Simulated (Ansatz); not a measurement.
Effective masses and thermopower of SiC under load (space group I-4m2)

Given:

```
CELL_PARAMETERS angstrom
      0.00000     2.18874     2.17114
      2.18874     0.00000     2.17114
      2.18874     2.18874     0.00000
ATOMIC_POSITIONS crystal
  Si 0.25000 0.25000 0.25000
  C  0.00000 0.00000 0.00000
```

All values below come from PBEsol with spin-orbit coupling, rigid bands (plane waves, PAW; Ansatz, a first-principles code). Condition of this run: biaxial stress xx = yy = -2 GPa (compression positive) (the target of the relaxation). Geometry: cell and atoms relaxed with PBEsol, then loaded as said.

| Quantity | Value |
|---|---|
| band gap | 1.16 eV |
| electron conductivity mass (300 K, dilute) | 0.24 (x), 0.24 (y), 0.56 (z) mₑ |
| hole conductivity mass (300 K, dilute) | 0.72 (x), 0.72 (y), 0.69 (z) mₑ |
| effective density of states N_c (300 K) | 5.3e18 cm⁻³ |
| effective density of states N_v (300 K) | 5.0e19 cm⁻³ |
| density-of-states mass, electrons | 0.36 mₑ |
| density-of-states mass, holes | 1.59 mₑ |
| Seebeck coefficient, n-type 1e19 cm⁻³, 300 K | -216 μV/K |
| best n-type power factor at 300 K for τ = 10 fs (best axis; densities from 1e16 to 1e21 cm⁻³ tried, whether or not they can be reached) | 7.4 μW/(cm·K²) at 1e20 cm⁻³ |
| Seebeck coefficient, p-type 1e19 cm⁻³, 300 K | 427 μV/K |
| best p-type power factor at 300 K for τ = 10 fs (best axis; densities from 1e16 to 1e21 cm⁻³ tried, whether or not they can be reached) | 30 μW/(cm·K²) at 3e20 cm⁻³ |

Rigid bands; masses and Seebeck coefficients take one relaxation time τ for all states and one kind of carrier; polarons and phonon drag are left out.
